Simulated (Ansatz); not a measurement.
## A computed series for ZnO: response to strain

Consider ZnO in the wurtzite structure (space group P6_3mc, No. 186).

```xyz
4
Lattice="3.1869 0.0000 0.0000 -1.5935 2.7600 0.0000 0.0000 0.0000 5.1526" Properties=species:S:1:pos:R:3 pbc="T T T"
Zn     0.0000     1.8400     0.0092
Zn     1.5935     0.9200     2.5855
O      0.0000     1.8400     1.9590
O      1.5935     0.9200     4.5353
```

Strains are applied to the cell and any free atomic positions relax.

Computed with LDA (Ansatz, a program for electronic structure, PAW, no SOC).

| isotropic strain (%) | band gap (eV) |
|---|---|
| 0 | 0.80 |
| 0.6 | ? |
| 1.2 | 0.74 |
| 1.8 | 0.72 |
| 2.4 | 0.69 |
| 3 | 0.66 |

**Question.** Fit E_g = E₀ + Dε (ε in %) to the rows shown and predict the withheld row.

**Answer.** Least squares on the printed values gives E₀ = 0.80 eV, D = -45.9 meV per % of strain (largest residual 0.00 eV); this predicts 0.77 eV, and the run gives 0.77 eV, in agreement.

Stability against distortions was not tested.
